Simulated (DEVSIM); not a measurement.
Structure: Al/SiON/n-Ge capacitor, at 500 K.

```
layer (left to right)  material  thickness (nm)  Nd (cm⁻³)
---------------------  --------  --------------  ---------
1                          SiON            6.50          -
2                            Ge            4300     1.9e16
```

Metal gate on the left, work function 4.1 eV. Fixed charge at the semiconductor interface 2.6e12 cm⁻² (in units of +e); no interface traps.

The device is made up for the run: typed textbook-type constants, with dimensions and the other settings drawn at random. Values at 300 K; Nc and Nv go as T^1.5, mobilities as T to minus their exponent, the gap by Varshni's rule with the affinity fixed.

```
parameter         SiON        Ge
----------------  ----  --------
gap (eV)             7     0.664
affinity (eV)      1.4         4
permittivity       5.5        16
Nc (cm⁻³)            -   1.04e19
Nv (cm⁻³)            -      6e18
Varshni α (eV/K)     -  0.000477
Varshni β (K)        -       235
```

DEVSIM, 1D Poisson equation in equilibrium, Boltzmann statistics, complete ionisation; no quantum confinement or tunnelling. Metal contacts follow the ideal Schottky-Mott rule: no Fermi-level pinning, no interface dipoles.

Q: Tabulate band edges, carrier densities and field at 0.1 V on the gate.

A: Energies count from the Fermi level of the right contact; mesh points crowd at the junctions.

```
x (μm)    Ec (eV)  Ev (eV)  n (cm⁻³)  p (cm⁻³)  field (V/cm)
--------  -------  -------  --------  --------  ------------
0.000       2.600   -4.400     < 1e2     < 1e2         53000
0.001243    2.607   -4.393     < 1e2     < 1e2         53000
0.003217    2.617   -4.383     < 1e2     < 1e2         53000
0.005237    2.628   -4.372     < 1e2     < 1e2         53000
0.006762    0.042   -0.540    8.4e18    4.7e13        280000
0.008547    0.082   -0.500    3.4e18    1.2e14        180000
0.01233     0.131   -0.451    1.1e18    3.7e14         97000
0.02602     0.206   -0.376    1.9e17    2.1e15         33000
0.05042     0.253   -0.329    6.3e16    6.3e15         11000
0.1070      0.279   -0.303    3.5e16    1.1e16          1400
0.2269      0.283   -0.299    3.2e16    1.2e16            24
0.6606      0.283   -0.299    3.1e16    1.2e16           ≈ 0
1.434       0.283   -0.299    3.1e16    1.2e16           ≈ 0
2.826       0.283   -0.299    3.1e16    1.2e16           ≈ 0
3.789       0.283   -0.299    3.1e16    1.2e16           ≈ 0
4.078       0.283   -0.299    3.1e16    1.2e16           ≈ 0
4.202       0.283   -0.299    3.1e16    1.2e16           ≈ 0
4.261       0.283   -0.299    3.1e16    1.2e16           ≈ 0
4.291       0.283   -0.299    3.1e16    1.2e16           ≈ 0
4.300       0.283   -0.299    3.1e16    1.2e16           ≈ 0
4.304       0.283   -0.299    3.1e16    1.2e16           ≈ 0
4.306       0.283   -0.299    3.1e16    1.2e16           ≈ 0
```
